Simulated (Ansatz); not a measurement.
Take BP (space group P6_422, No. 181; a hypothetical phase, not in the database extracts checked) as the base.

```xyz
6
Lattice="3.2597 0.0000 0.0000 -1.6298 2.8230 0.0000 0.0000 0.0000 6.9403" Properties=species:S:1:pos:R:3 pbc="T T T"
B     -0.8149     1.4115     2.3134
B      0.8149     1.4115     4.6269
B      1.6298     0.0000     0.0000
P     -0.8149     1.4115     5.7836
P      0.8149     1.4115     1.1567
P      1.6298     0.0000     3.4702
```

Cartesian axes are those of the cell as printed.

Level of theory: PBEsol (Ansatz, a first-principles code; PAW; 420 eV plane waves; scalar-relativistic without spin-orbit coupling).

Base values:

| Quantity | Result |
|---|---|
| Shortest interatomic distance | 1.999 Å |
| Pressure | 0.0 GPa |
| Band gap | zero |

Now apply this change: tensor shear ε_xz = −1.43 % (engineering shear γ = -0.0286), atoms relaxed at fixed cell.

Task: Predict the new energy relative to the base, shortest interatomic distance, pressure and band gap.

Result: The energy goes up by 5.7 meV/atom; the shortest interatomic distance drops by 0.0192 Å to 1.979 Å; the pressure (mean of the normal stresses, compression positive) stays essentially unchanged (0.0 GPa against 0.1 GPa); the band gap is still zero.

A case with no gap was solved on a k-mesh chosen for an insulator, which is coarse for it. The cells carry an imposed strain or load. Stability against distortions was not tested. The base started in P3_121 and relaxed to P6_422 at this level. The final runs are not spin-polarised. A zero or small gap of BP can be the functional's error rather than a property of the material.
